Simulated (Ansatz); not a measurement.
## Effect of pressure 5 GPa on NaF

Base system: NaF in the rock salt structure (space group Fm-3m, No. 225; a = 4.629 Å).

Now apply this change: a hydrostatic pressure of 5 GPa.

All numbers come from PBEsol (Ansatz, an electronic-structure program), no SOC. Γ-centred 12×12×12 mesh, Fermi–Dirac width 0.05 eV.

```tsv
quantity	base	changed	shift
density	2.81 g/cm³	3.06 g/cm³	+0.25 g/cm³
lattice parameter a	4.629 Å	4.500 Å	-0.129 Å
shortest interatomic distance	2.315 Å	2.250 Å	-0.0643 Å
enthalpy H = E + PV relative to the base's energy	–	+0.37 eV/atom	–
band gap	6.20 eV	6.67 eV	+0.47 eV
gap character	direct at Γ	direct at Γ	–
mean gap deformation potential ΔEg/Δln V	–	-5.5 eV	–
width of the top valence band	0.58 eV	0.66 eV	+0.08 eV
electron mass	0.56 mₑ (at Γ)	0.55 mₑ (at Γ)	–
```

Final structure:

```xyz
2
Lattice="0.0000 2.2502 2.2502 2.2502 0.0000 2.2502 2.2502 2.2502 0.0000" Properties=species:S:1:pos:R:3 pbc="T T T"
Na     0.0000     0.0000     0.0000
F      2.2502     2.2502     2.2502
```

Load acts through the strain it causes; cell and atoms are relaxed under it. Effective masses come from finite differences of ±0.01 Å⁻¹. No phonon test of stability was made. Competing high-pressure phases were not computed.
